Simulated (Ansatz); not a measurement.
Consider Sn (space group I4_1/amd, No. 141; a = 5.8862 Å, c = 3.1837 Å).

Computed with r2SCAN (Ansatz, an electronic-structure program), no spin-orbit coupling.

Base values:

```
Item                   Value
-------------------  -------
Lattice parameter a  5.886 Å
c/a ratio              0.541
```

Modification: a hydrostatic pressure of 75 GPa.

**Question.** Predict the new lattice parameter a and c/a ratio.

**Answer.** The lattice parameter a drops by 0.829 Å (5.886 Å → 5.057 Å); the c/a ratio is nearly the same (0.541 against 0.539).

Load acts through the strain it causes; cell and atoms are relaxed under it. Whether these cells are dynamically stable was not tested. Measured, Sn leaves this structure (for a body-centred tetragonal phase) near 8 GPa (temperature not stated; as listed in Olga Degtyareva, NATO science for peace and security series. B, Physics and biophysics (2010)).
